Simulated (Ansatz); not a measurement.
Ansatz (a quantum-chemistry and plane-wave program) run on Ag (P6_3/mmc, 4 atoms in the cell): zone-centre phonon calculation.

Method: LDA (PW92), default PAW files made with PBE (plane waves; Ansatz).

```
Ag
1.0
    2.98216     0.00000     0.00000
   -1.49108     2.58263     0.00000
    0.00000     0.00000     9.69463
Ag
4
Direct
  0.00000   0.00000   0.00000
  0.00000   0.00000   0.50000
  0.33333   0.66667   0.25000
  0.66667   0.33333   0.75000
```

Reference input (self-consistent single point, DFT, LDA (PW92), plane waves, default PAW files made with PBE): basis.ecutwfc = 420 eV; kpoints.mp_grid.grid = 13 13 4; hamiltonian.xc = lda; hamiltonian.pseudopotentials = {kind: paw} (the program's default PAW files); scf.occupations.method = fermi_dirac; scf.occupations.width = 0.1 eV. This run's input differs from it in these lines:

```diff
@@ -24,6 +24,4 @@
     width: 0.1 eV
-output:
-  forces: true
-  eigenvalues: true
-  stress: true
+phonons:
+  method: dfpt
```

Output (repeated stretches shortened):

```
SCF iter   1: F=—  HF=-29832.111067 eV  |F-HF|=—  |Δ(HF+E_count)|=         —  Δρ=1.40e-2  dr2=1.29e-1  ethr=1.77e-3  ⟨swp⟩=5.3  Hψ=27359  notcnv=0  defer=198
all-band conjugate gradients solve this SCF's bands
preconditioner: auto → Kerker (q_TF=auto, 2.736 Å⁻¹)
SCF iter   2: F=—  HF=-29832.077155 eV  |F-HF|=—  |Δ(HF+E_count)|=   3.39e-2  Δρ=4.17e-3  dr2=8.20e-3  ethr=1.70e-4  ⟨swp⟩=2.4  Hψ=14774  notcnv=0  defer=235
   [... lines left out ...]
SCF iter   7: F=—  HF=-29832.074402 eV  |F-HF|=—  |Δ(HF+E_count)|=   1.54e-8  Δρ=2.55e-6  dr2=1.08e-8  ethr=8.39e-11  ⟨swp⟩=2.0  Hψ=14678  notcnv=0  defer=235
SCF iter   8: F=—  HF=-29832.074402 eV  |F-HF|=—  |Δ(HF+E_count)|=   2.02e-9  Δρ=9.49e-7  dr2=1.76e-9  ethr=1.42e-11  ⟨swp⟩=1.7  Hψ=8551  notcnv=0  defer=235
SCF iter   9: F=—  HF=-29832.074402 eV  |F-HF|=—  |Δ(HF+E_count)|=  4.73e-10  Δρ=1.95e-7  dr2=5.53e-11  ethr=2.31e-12  ⟨swp⟩=2.2  Hψ=12232  notcnv=0  defer=235
SCF iter  10: F=-29832.074402 eV  HF=-29832.074402 eV  |F-HF|=3.64e-12  |Δ(HF+E_count)|=  1.09e-11  Δρ=3.52e-8  dr2=1.16e-12  ethr=1.00e-12  ⟨swp⟩=9.8  Hψ=42344  notcnv=0
SCF 1 converged in 10 iterations: F = -29832.074402 eV  dr2 = 1.16e-12
DFPT response loops at Γ: preconditioner auto → Kerker (q_TF=auto, 2.736 Å⁻¹) (partly filled bands, converged f_vac=0.000) …
Free energy (F): -29832.074402 eV
Internal energy: -29832.028642 eV  (E = F + TS)
E sigma→0 (E₀):  -29832.051522 eV
Entropy (-TS):   -0.045760 eV (-11.440 meV/atom)
Fermi energy:    15.067652 eV
--- Phonons (Γ-DFPT): 4 representative perturbations + reference, on 189 of 676 k-points (Σ response iterations 12) ---
  k mesh reduced under 2 symmetry operations, with k and −k counted as one. Each operation leaves every solved perturbation unchanged …
  ASR residual: 1.341e-4 → 0.000e0 eV/Å²; symmetrization residual: 2.162e-5 eV/Å²
  ASR residual per site (eV/Å²): 1.34e-4 1.34e-4 1.13e-4 1.13e-4
  Γ frequencies (cm⁻¹): 0.00 0.00 0.00 37.95 37.95 40.45 40.45 55.79 55.79 87.09 88.92 114.91
  non-analytic LO–TO correction: not included (Born effective charges unavailable; polar crystals: no LO–TO splitting at Γ)
```

The run converged in 10 iterations. 

Summary of the result:
* **Free energy E − TS (on the zero of these files)**: -29832.0744 eV
* **Fermi level (on the code's own zero)**: 15.07 eV
* **Zone-centre frequencies (cm⁻¹; negative means imaginary)**: 0, 0, 0, 38, 38, 40, 40, 56, 56, 87, 89, 115

The starting cell comes from a database of computed structures (which also holds hypothetical and non-ambient phases and stackings), without a prior relaxation at this level. Its lattice was rescaled by a random factor within 2.5 % of one.

Cost on one core of a shared machine: roughly 5 min.

Keys are those of Ansatz 0.2.
